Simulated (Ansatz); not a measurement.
## SiO2: pressure series

Base system: SiO$_{2}$ in the rutile structure (space group P4_2/mnm, No. 136).

```
CELL_PARAMETERS angstrom
      4.23588     0.00000     0.00000
      0.00000     4.23588     0.00000
      0.00000     0.00000     2.68991
ATOMIC_POSITIONS crystal
  Si 0.50000 0.50000 0.50000
  Si 0.00000 0.00000 0.00000
  O  0.80699 0.80699 0.50000
  O  0.30699 0.69301 0.00000
  O  0.69301 0.30699 0.00000
  O  0.19301 0.19301 0.50000
```

Cell and atoms are relaxed at each pressure.

Levels (all Ansatz, a first-principles code, PAW, earlier PAW set): PBE (420 eV, spin-orbit coupling left out); r2SCAN (500 eV, no spin-orbit coupling).

The base cell above is that of PBE; each level relaxes its own structures.

| case | shift of the gap caused by the change, PBE | shift of the gap caused by the change, r2SCAN |
|---|---|---|
| pressure −2 GPa | -0.11 eV | -0.11 eV |
| pressure −1 GPa | -0.06 eV | -0.05 eV |
| pressure 3 GPa | +0.16 eV | +0.16 eV |
| pressure 7 GPa | +0.37 eV | +0.36 eV |
| pressure 15 GPa | +0.77 eV | +0.74 eV |
| pressure 30 GPa | +1.45 eV | +1.31 eV |
| pressure 50 GPa | +1.84 eV | +1.40 eV |
| pressure 75 GPa | +1.92 eV | +1.47 eV |
| pressure 100 GPa | +1.98 eV | +1.53 eV |

The two levels differ by at most about 0.45 eV. They put the cases in the same order.

Load acts through the strain it causes; cell and atoms are relaxed under it. No phonon test of stability was made. Competing high-pressure phases were not computed.
